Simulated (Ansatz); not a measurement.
The parent structure is Te (space group P3_121, No. 152; a = 4.521 Å, c = 5.954 Å; made of chains).

(Cell as relaxed with PBE.)

Levels (all Ansatz, a first-principles code, PAW): PBE (420 eV, scalar-relativistic without spin-orbit coupling); r2SCAN (500 eV, without spin-orbit coupling).

Each level relaxes its own structure.

```csv
base,PBE,r2SCAN
volume per atom,35.13 Å³,36.44 Å³
lattice parameter a,4.521 Å,4.624 Å
band gap,0.23 eV,0.55 eV
```

Modification: electrons 3.0×10^21 cm⁻³, on a uniform background at fixed cell.

| quantity | PBE | r2SCAN |
|---|---|---|
| largest internal atomic displacement | 0.069 Å | ? |
| gap between the host's bands | 0.14 eV | ? |
| gap character | indirect, H → A | ? |
| Fermi level relative to the doped band's edge (positive inside the band; to 0.05 eV) | +0.35 eV | ? |
| shift of the gap caused by the change | -0.09 eV | ? |

### Question
What does r2SCAN give?

### Answer

- largest internal atomic displacement, r2SCAN: 0.048 Å
- gap between the host's bands, r2SCAN: 0.52 eV
- gap character, r2SCAN: indirect, L–H (80 % along) → H
- Fermi level relative to the doped band's edge (positive inside the band; to 0.05 eV), r2SCAN: +0.35 eV
- shift of the gap caused by the change, r2SCAN: -0.02 eV

PBE's largest internal atomic displacement lies 0.0218 Å above r2SCAN's; PBE's gap between the host's bands lies 0.38 eV below r2SCAN's; they disagree on the gap character; PBE's shift of the gap caused by the change lies 0.07 eV below r2SCAN's; the two agree on the Fermi level from band edge. Neither level is exact; r2SCAN is the comparison here, not a measurement.

Carriers are added with a uniform compensating background; total energy and stress of such cells depend on the potential's zero and are not compared; many-body gap narrowing is missing at this level. Spin-orbit coupling, missing from the scalar runs, can matter with Te. Whether these cells are dynamically stable was not tested. No dispersion term is included, though the crystal is made of layers, chains or molecules, so its spacings can come out too wide. The zero or small gap of Te can change with the level of theory.
